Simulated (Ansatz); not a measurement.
The starting structures come from a database of crystals and need not be the phases stable at ambient conditions.

 Where the default PAW files enter, the runs use the earlier of Ansatz's two default sets.

```
CELL_PARAMETERS angstrom
      5.95079     0.00000     0.00000
      0.00000     5.95079     0.00000
      2.97539    -2.97539     5.41843
ATOMIC_POSITIONS crystal
  Pd 0.50000 0.00000 0.00000
  Pd 0.00000 0.50000 0.00000
  Pb 0.75000 0.25000 0.50000
  Pb 0.25000 0.75000 0.50000
  F  0.03816 0.46184 0.26049
  F  0.96184 0.53816 0.73951
  F  0.53816 0.29865 0.26049
  F  0.46184 0.70135 0.73951
  F  0.70135 0.79865 0.26049
  F  0.29865 0.20135 0.73951
  F  0.20135 0.96184 0.26049
  F  0.79865 0.03816 0.73951
```

Space group of this cell: I4/mcm. The cell was relaxed by PBE-D3(BJ); by PBEsol its mean pressure is -2.9 GPa.

Transport runs along the normal of the first two printed cell vectors, the (001) plane of the conventional cell.

The gap is the functional's own, uncorrected, and κ follows it; spin-orbit coupling is left out. Mid-gap values are interpolated between the computed energies.

Q: State the band gap and the smallest decay constant κ at mid-gap according to Ansatz (a first-principles code) with PBEsol.

A: Gap 0.91 eV on a 6×6×6 mesh; κ = 0.285 1/Å, at the zone centre.
